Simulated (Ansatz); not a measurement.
**What x(Re) = 0.25, 12 atoms, Pmm2 does to WS2**

The parent structure is WS2 in the 2H-MoS2 type structure (space group P6_3/mmc, No. 194; a = 3.1703 Å, c = 12.4930 Å; layered, stacked along the Cartesian z axis).

The other end (x = 1) is ReS₂ (space group P6_3/mmc, No. 194; ferromagnetic; a hypothetical phase, not in the database extracts checked; layered, stacked along the Cartesian z axis): 18.16 Å³/atom, gap zero; this end may not be an ambient phase.

Now apply this change: Re replaces 25.0 % of the W, ordered in a cell of 12 atoms (starting symmetry Pmm2) and fully relaxed.

The values are results of Kohn–Sham DFT with the r2SCAN+rVV10 functional, run in Ansatz (a quantum-chemistry and plane-wave program) with PAW and 500 eV plane waves, no spin-orbit coupling, earlier PAW set, not measurements. Γ-centred 15×4×9 mesh, Fermi–Dirac width 0.05 eV, for the changed cell.

- Volume per atom: 18.05 Å³ (base 18.12 Å³)
- Density: 7.62 g/cm³ (base 7.57 g/cm³)
- Shortest interatomic distance: 2.366 Å (base 2.407 Å)
- Band gap: zero (base 1.13 eV)
- Mixing energy: 0.00 eV/atom (to 0.01 eV only: unlike meshes or grids) (against an end that may be hypothetical)
- Deviation of the volume from the linear (Vegard-type) interpolation: -0.4 %
- Mean first-shell distances: W–S 2.409 Å (end compound 2.407 Å), Re–S 2.392 Å (end compound 2.390 Å)

Final structure:

```
CELL_PARAMETERS angstrom
      3.16737     0.00000     0.00000
      0.00000    12.44962     0.00000
      0.00000     0.00000     5.49365
ATOMIC_POSITIONS crystal
  Re 0.00000 0.00000 0.35105
  W  0.50000 0.00000 0.81577
  W  0.50000 0.50000 0.16670
  W  0.00000 0.50000 0.66647
  S  0.00000 0.37435 0.33322
  S  0.50000 0.37441 0.83347
  S  0.50000 0.87960 0.16600
  S  0.00000 0.87106 0.66731
  S  0.50000 0.12040 0.16600
  S  0.00000 0.12894 0.66731
  S  0.00000 0.62565 0.33322
  S  0.50000 0.62559 0.83347
```

The magnetic state is the one reached from the starting moments; the real material's order can differ, and small cells can't hold many antiferromagnetic ones. These are small ordered cells, not random alloys; other orderings at the same x differ. With W present, leaving out spin-orbit coupling can change the band edges. Stability against distortions was not tested. Spin-polarised in the final run: ReS2; the other runs are not. An odd electron count without spin: ReW3S8.
